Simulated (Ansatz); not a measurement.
Consider CoSi2 (space group Fm-3m, No. 225; a = 5.3603 Å; non-magnetic).

Level of theory: PBE (Ansatz, an electronic-structure program), scalar-relativistic without spin-orbit coupling, earlier PAW set.

Before the change:

- Shortest interatomic distance: 2.321 Å

Now apply this change: As takes the place of Co on all its sites; the structure is relaxed again.

Tabulated Pauling electronegativity and covalent radius: Co 1.88, 1.26 Å; As 2.18, 1.19 Å.

What happens to the shortest interatomic distance?

The shortest interatomic distance goes up by 0.355 Å, from 2.321 Å to 2.676 Å.

No phonon test of stability was made. As relaxed here, Si2As is a hypothetical phase, not in the database extracts checked. Starting moments died away, wholly or in part, for the base; another magnetic solution may exist. All final runs are without spin polarisation. An odd electron count without spin: Si2As and CoSi2.
